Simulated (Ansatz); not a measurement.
An armchair MoS2 nanoribbon, N = 11, bare edges, stretched and compressed along its axis from its relaxed period of 5.487 Å, atoms relaxed at each length.

Method: PBE (plane waves to 420 eV, PAW; Ansatz, a first-principles code). Mesh 1×1×6. No spin polarisation, so a magnetic state wasn't tested. Isolated but for its images some 11 Å away. An idealised model, cut from the flat sheet. Symmetry and one short period hold its shape; lower forms weren't sought. Values not marked SOC lack spin–orbit coupling. Buckling under compression is shut out by symmetry and the short period. Energies are free energies at a Fermi–Dirac width of 0.02 eV, from the unstrained cell.

```tsv
strain (%)	energy (meV a period)	axial force (nN)	PBE gap (eV)
-3.0	…	…	…
-1.5	+71	-2.80	0.55
0.0	0	-0.01	0.57
+1.5	…	…	…
+3.0	+263	+4.99	0.57
```

Task: What belongs in the gaps?

Result: 
- -3.0, energy (meV a period): +290
- -3.0, axial force (nN): -5.76
- -3.0, PBE gap (eV): 0.51
- +1.5, energy (meV a period): +67
- +1.5, axial force (nN): +2.60
- +1.5, PBE gap (eV): 0.58
